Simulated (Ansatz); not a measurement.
ScCu (Pm-3m), PBEsol, DFPT electron-phonon coupling, linearised Boltzmann equation in Ansatz (a first-principles code): phonon-limited resistivity 21.5 μΩ·cm at 300 K, 29.1 μΩ·cm at 400 K, current-weighted mean free path 4.6 nm, Drude plasma energy 5.26 eV.

Q: Estimate the electronic thermal conductivity at 300 K by the Wiedemann-Franz law (L₀ = 2.44×10⁻⁸ W·Ω/K²).

A: L₀T/ρ = 2.44×10⁻⁸ × 300/(21.5×10⁻⁸) = 34.0 W/(m·K). Inelastic scattering puts the true Lorenz number somewhat under L₀ near and below the Debye temperature.

Q: What Drude relaxation time do resistivity and plasma energy imply?

A: ω_p = 7.99e15 s⁻¹, so τ = 1/(ε₀ ω_p² ρ) = 8.23 fs, a damping ħ/τ of 80.0 meV.

Q: What is the classical skin depth at 1 GHz (nonmagnetic, μ₀ = 1.257×10⁻⁶ H/m)?

A: δ = √(ρ/(π f μ₀)) = 7380 nm.

A metal at this level (no band gap). Only scattering by harmonic phonons is included (no impurities, grain boundaries, electron-electron scattering or thermal expansion). Spin-orbit coupling is left out. The squared frequency of the phonon mode least converged on the k mesh is uncertain by about 10 %. Halving the electron mesh (28x28x28) moves the resistivity by up to 2 % at 300 K, the mean free path by up to 6 %. Smearing 0.20 eV; phonons on a 4x4x4 q mesh, which this run doesn't test.

Formula and space group known from diffraction (Crystallography Open Database), not checked to be the room-temperature form: ScCu (Pm-3m).
